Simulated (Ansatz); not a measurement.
# Effect of uniaxial stress, 3 GPa tension along z on TiN

Base system: TiN in the rock salt structure (space group Fm-3m, No. 225; a = 4.234 Å; relaxed with 0.1 eV smearing). Axes: x, y, z lie along the cube axes.

Now apply this change: uniaxial stress, 3 GPa tension along z, with the cell and atoms free to relax against it.

The values are results of r2SCAN/PAW in Ansatz (an electronic-structure program), no spin-orbit coupling, earlier PAW set, not measurements. Settings: 23×23×23 k-points, 0.1 eV Fermi–Dirac smearing.

| quantity | base | changed | shift |
|---|---|---|---|
| volume per atom | 9.49 Å³ | 9.52 Å³ | +0.03 Å³ |
| shortest interatomic distance | 2.117 Å | 2.115 Å | -0.002 Å |
| energy relative to the base (free energy F) | 0 meV/atom | +0.5 meV/atom | +0.5 meV/atom |
| band gap | zero | zero | – |
| strain response (xx, yy, zz) | – | (−0.10, −0.10, +0.55) % | – |
| secant Young's modulus along z | – | 550 GPa | – |
| mean lateral Poisson ratio | – | 0.18 | – |

Final structure:

```
TiN
1.0
    0.00000     2.11493     2.12851
    2.11493     0.00000     2.12851
    2.11493     2.11493     0.00000
N Ti
1 1
Direct
  0.00000   0.00000   0.00000
  0.50000   0.50000   0.50000
```

Beyond what the load breaks, stability against distortions was not tested. The final runs are not spin-polarised. An odd electron count without spin: TiN.
